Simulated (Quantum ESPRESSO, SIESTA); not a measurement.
A SIESTA input for a self-consistent single point of CaCo2Ge2 (I4/mmm, 5 atoms in the cell) (DFT, LDA PW92, numerical atomic orbitals DZP, PseudoDojo LDA standard norm-conserving potentials (rewritten from UPF to PSML)):

```
# files in the folder: Ca.psml Co.psml Ge.psml (PseudoDojo LDA standard)
SystemName  Ca(CoGe)2
SystemLabel siesta

NumberOfAtoms                5
NumberOfSpecies              3
%block ChemicalSpeciesLabel
  1 20 Ca
  2 27 Co
  3 32 Ge
%endblock ChemicalSpeciesLabel
LatticeConstant              5.828261 Ang
%block LatticeVectors
    -0.337062119    0.337062119    0.879077996
     0.337062119   -0.337062119    0.879077996
     0.337062119    0.337062119   -0.879077996
%endblock LatticeVectors
AtomicCoordinatesFormat      Ang
%block AtomicCoordinatesAndAtomicSpecies
     0.000000000    0.000000000    0.000000000  1
     1.964486000    0.000000000    2.561748000  2
     0.000000000    1.964486000    2.561748000  2
    -0.000000000    0.000000000    3.761670763  3
    -0.000000000    0.000000000    6.485321237  3
%endblock AtomicCoordinatesAndAtomicSpecies

XC.functional                LDA
XC.authors                   PW92
PAO.BasisSize                DZP
PAO.EnergyShift              0.01 Ry
MeshCutoff                   400 Ry
%block kgrid.MonkhorstPack
    7   0   0  0.0
    0   7   0  0.0
    0   0   7  0.0
%endblock kgrid.MonkhorstPack
OccupationFunction           FD
ElectronicTemperature        50.0 meV

MaxSCFIterations             150
SCF.Mixer.Method             Pulay
SCF.Mixer.Weight             0.2
SCF.Mixer.History            8
SCF.DM.Tolerance             1.0E-04
Diag.ParallelOverK           true
WriteForces                  true
```

Problem. Give the Quantum ESPRESSO input for the same structure, mesh, smearing and functional.

Solution. This is the input that was run; spellings and numerical settings could be chosen otherwise.

```fortran
&control
   calculation = 'scf',
   prefix = 'Ca(CoGe)2',
   outdir = './tmp/',
   pseudo_dir = './',
   tprnfor = .true.,
   tstress = .true.,
/
&system
   ibrav = 7,
   celldm(1) = 7.424681031,
   celldm(3) = 2.60805930915,
   nat = 5,
   ntyp = 3,
   ecutwfc = 55,
   ecutrho = 330,
   occupations = 'smearing',
   smearing = 'fermi-dirac',
   degauss = 0.0036749,
/
&electrons
   conv_thr = 1.0e-11,
   mixing_beta = 0.7,
/
ATOMIC_SPECIES
Ca    40.0780  Ca.pz-spn-rrkjus_psl.1.0.0.UPF
Co    58.9332  Co.pz-n-rrkjus_psl.1.0.0.UPF
Ge    72.6300  Ge.pz-n-rrkjus_psl.1.0.0.UPF
ATOMIC_POSITIONS angstrom
Ca    0.000000000    0.000000000    0.000000000
Co    0.000000000    1.964486000    2.561748000
Co   -1.964486000    0.000000000    2.561748000
Ge    0.000000000    0.000000000    3.761670763
Ge    0.000000000    0.000000000    6.485321237
K_POINTS automatic
7 7 7  0 0 0
```

Basis, cutoffs, solver keys and any potentials are the target program's own. This input uses DFT, LDA (PZ), plane waves, PSlibrary ultrasoft (LDA) pseudopotentials. LDA parametrisations can differ slightly between programs.

The starting cell comes from a database of computed structures (which also holds hypothetical and non-ambient phases and stackings), without a prior relaxation at this level. Its lattice was rescaled by a random factor within 2.5 % of one. For this run, on top of that: lattice scaled by 0.98.
